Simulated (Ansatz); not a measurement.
**GeI₄ (Pa-3, No. 205)**

All values below come from r²SCAN in Ansatz (PAW).

Run with plane-wave cutoff 560 eV, 4×4×4 k mesh, Fermi–Dirac smearing 0.01 eV, scalar-relativistic PAW data made under PBE.

Cell (relaxed at this level):

GeI4 is taken in the cubic space group Pa-3 (No. 205), Pearson symbol cP40. Conventional cell: a = b = c = 12.3337 Å, α = β = γ = 90.00°. Ge on 8c has 4 I at 2.514–2.525 Å (tetrahedral). I1 on 8c is coordinated by 1 Ge at 2.514 Å. I2 on 24d sees 1 Ge at 2.525 Å. (Neighbours: up to the widest gap in distance over summed covalent radii, below 1.35, at either atom.)

```yaml
band_gap: 2.35 eV (on the SCF k mesh)
```

Note: the cell is over a tenth larger than the published one: the level's own overestimate first of all, though another phase or state, or a fault of the published cell, is possible; the relaxation could not lower the start's symmetry, so the cell can be a saddle point above a distorted one.

Spin–orbit coupling is not included; with these elements it can move the gap by several tenths of an eV or more.

The computed numbers hold no vibrational or temperature effects.

Ansatz is a quantum-chemistry and plane-wave program.
